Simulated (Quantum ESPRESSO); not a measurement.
A self-consistent single point of Ba2S3 (I4_1md, 10 atoms in the cell) with Quantum ESPRESSO.

Computed with vdW-DF-cx, GBRV 1.5 ultrasoft (PBE) pseudopotentials (plane waves; Quantum ESPRESSO 7.5).

```
CELL_PARAMETERS angstrom
      3.04730    -3.04730     8.07553
      3.04730     3.04730     8.07553
     -3.04730    -3.04730     8.07553
ATOMIC_POSITIONS crystal
  Ba 0.00000 0.70442 0.70442
  Ba 0.50000 0.95442 0.45442
  Ba 0.00000 0.29954 0.29954
  Ba 0.50000 0.54954 0.04954
  S  0.17302 0.71902 0.89204
  S  0.67302 0.14204 0.46902
  S  0.82698 0.06506 0.89204
  S  0.32698 0.14204 0.81506
  S  0.50000 0.74915 0.24915
  S  0.00000 0.49915 0.49915
```

Reference input (self-consistent single point, DFT, PBEsol, plane waves, GBRV 1.5 ultrasoft (PBESOL) pseudopotentials): ecutwfc = 40 Ry; ecutrho = 200 Ry; occupations = fixed; potentials = {Ba: ba_pbesol_v1.uspp.F.UPF, S: s_pbesol_v1.4.uspp.F.UPF}; K_POINTS = automatic 3 3 3 0 0 0; nbnd = 42; conv_thr = 1e-11 Ry. This run's input differs from it in these lines:

```diff
@@ -19,2 +19,3 @@
   nbnd = 42
+  input_dft = 'vdw-df-cx'
 /
@@ -24,4 +25,4 @@
 ATOMIC_SPECIES
-Ba   137.3270  ba_pbesol_v1.uspp.F.UPF
-S     32.0600  s_pbesol_v1.4.uspp.F.UPF
+Ba   137.3270  ba_pbe_v1.uspp.F.UPF
+S     32.0600  s_pbe_v1.4.uspp.F.UPF
 ATOMIC_POSITIONS {crystal}
```

Output, abridged:

```
     Self-consistent Calculation

     iteration #  1     ecut=    40.00 Ry     beta= 0.70

---- Real-time Memory Report at c_bands before calling an iterative solver
           625 MiB given to the printing process from OS
           140 MiB allocation reported by mallinfo(arena+hblkhd)
------------------

     Threshold (ethr) on eigenvalues was too large:
     Diagonalizing with lowered threshold

---- Real-time Memory Report at c_bands before calling an iterative solver
           696 MiB given to the printing process from OS
           157 MiB allocation reported by mallinfo(arena+hblkhd)
------------------

   [... lines left out ...]
     -----------------------------------------------

     total energy              =    -426.58217480 Ry
     estimated scf accuracy    <          1.5E-11 Ry

     iteration # 14     ecut=    40.00 Ry     beta= 0.70

---- Real-time Memory Report at c_bands before calling an iterative solver
           736 MiB given to the printing process from OS
           186 MiB allocation reported by mallinfo(arena+hblkhd)
------------------

     negative rho (up, down):  3.479E-01 0.000E+00

     -----------------------------------------------
     Non-local corr. energy    =       1.68925620 Ry
     -----------------------------------------------
     End of self-consistent calculation

     highest occupied, lowest unoccupied level (ev):     6.2841    8.2567

!    total energy              =    -426.58217480 Ry
     estimated scf accuracy    <          9.5E-13 Ry

     convergence has been achieved in  14 iterations

     negative rho (up, down):  3.479E-01 0.000E+00

     -----------------------------------------------
     Non-local corr. energy    =       1.68925620 Ry
     -----------------------------------------------

     Forces acting on atoms (cartesian axes, Ry/au):

     atom    1 type  1   force =    -0.00000000    0.00000000   -0.00038605
     atom    2 type  1   force =    -0.00000000    0.00000000   -0.00038605
     atom    3 type  1   force =     0.00000000    0.00000000    0.00047585
   [... lines left out ...]
     Total force =     0.016695     Total SCF correction =     0.000001
   [... lines left out ...]
     Non-local corr. energy    =       1.68925620 Ry
     -----------------------------------------------

          total   stress  (Ry/bohr**3)                   (kbar)     P=      -21.39
  -0.00014033   0.00000000   0.00000000          -20.64        0.00        0.00
   0.00000000  -0.00014033   0.00000000            0.00      -20.64        0.00
   0.00000000   0.00000000  -0.00015555            0.00        0.00      -22.88

   JOB DONE.
```

The run converged in 14 iterations. Against the reference run the pressure goes from -2.51 to -2.14 GPa, the largest force goes from 0.052 to 0.214 eV/Å and the gap on the mesh goes from 1.929 to 1.973 eV.

The starting cell comes from a database of computed structures (which also holds hypothetical and non-ambient phases and stackings), without a prior relaxation at this level.

Cost on one core of a shared machine: roughly 5 min.
